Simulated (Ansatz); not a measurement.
Habitual settings against a tight run: LiF (Fm-3m, 2 atoms in the cell)

Self-consistent single point.

```xyz
2
Lattice="0.0000 2.0001 2.0001 2.0001 0.0000 2.0001 2.0001 2.0001 0.0000" Properties=species:S:1:pos:R:3 pbc="T T T"
Li     0.0000     0.0000     0.0000
F      2.0001     2.0001     2.0001
```

Level of theory: PBE, PAW files (plane waves; Ansatz, an electronic-structure program).

Base settings: basis.ecutwfc = 420 eV; kpoints.mp_grid.grid = 14 14 14; hamiltonian.xc = pbe; hamiltonian.pseudopotentials = {kind: paw} (the program's default PAW files); scf.occupations.method = fixed.

Tight run (finer mesh or higher cutoff; not a proven limit): basis.ecutwfc: 420 eV → 590 eV; kpoints.mp_grid.grid: 14 14 14 → 19 19 19; scf.convergence.dr2_threshold: default (1e-07 eV) → 1e-09 eV. It gave top of the valence band (on the code's own zero) 1.13 eV; gap on the k-point mesh 9.28 eV; pressure 3.68 GPa.

Quick runs, as changes from the base:
- A: the base itself
- B: basis.ecutwfc: 420 eV → 210 eV; kpoints.mp_grid.grid: 14 14 14 → 2 2 2; hamiltonian.xc: pbe → lda; scf.occupations.method: fixed → cold; scf.occupations.width: default → 0.5 eV; scf.convergence.dr2_threshold: default (1e-07 eV) → 0.0001 eV [LDA (PW92)]
- C: basis.ecutwfc: 420 eV → 295 eV; kpoints.mp_grid.grid: 14 14 14 → 4 4 4; hamiltonian.xc: pbe → lda; scf.occupations.method: fixed → methfessel_paxton; scf.occupations.width: default → 0.272 eV [LDA (PW92)]
- D: kpoints.mp_grid.grid: 14 14 14 → 4 4 4; scf.occupations.method: fixed → cold; scf.occupations.width: default → 0.136 eV; scf.convergence.dr2_threshold: default (1e-07 eV) → 0.001 eV
- E: basis.ecutwfc: 420 eV → 250 eV; kpoints.mp_grid.grid: 14 14 14 → 1 1 1
- F: kpoints.mp_grid.grid: 14 14 14 → 2 2 2; hamiltonian.xc: pbe → b3lyp [B3LYP]
- G: kpoints.mp_grid.grid: 14 14 14 → 4 4 4; hamiltonian.xc: pbe → hse06 [HSE06]

Dashes: energy of B, C, F, G, another energy zero; count of F, G, another kind of functional, whose work the count does not hold.

Gaps are read on each run's own mesh, which may miss the band edges.

† marks runs with another functional, U, potentials or spin treatment: their distance from the tight run is not a convergence error alone.

The count of work is k-points × plane waves × bands × iterations; it is no time. 

Pressures in the table are Ansatz's without its Pulay estimate, at a fixed set of plane waves; the tight run's value above holds the estimate.

The starting cell comes from a database of computed structures (which also holds hypothetical and non-ambient phases and stackings), without a prior relaxation at this level. Its lattice was rescaled by a random factor within 2.5 % of one. In the base run, with a pressure of about 4 GPa the cell is away from its equilibrium volume at this level.

| run | energy less tight (meV/atom) | pressure less tight (GPa) | gap on the mesh less tight (eV) | count of work / tight |
|---|---|---|---|---|
| A | 1.8 | -0.34 | 0.003 | 0.26 |
| B† | – | -232.02 | -0.398 | 0.0022 |
| C† | – | -45.10 | -0.286 | 0.010 |
| D | 2.8 | -0.35 | 0.005 | 0.014 |
| E | 4647.7 | -36.26 | -1.793 | 0.00088 |
| F† | – | 2.65 | 2.527 | – |
| G† | – | -3.22 | 2.325 | – |

Among the runs at the tight run's level, the energy misses run from 1.8 to 4647.7 meV/atom.

Left out of this page: 1 run of the series unsound by tests on forces, stress, charge or solver warnings.

Keys are those of Ansatz 0.2.
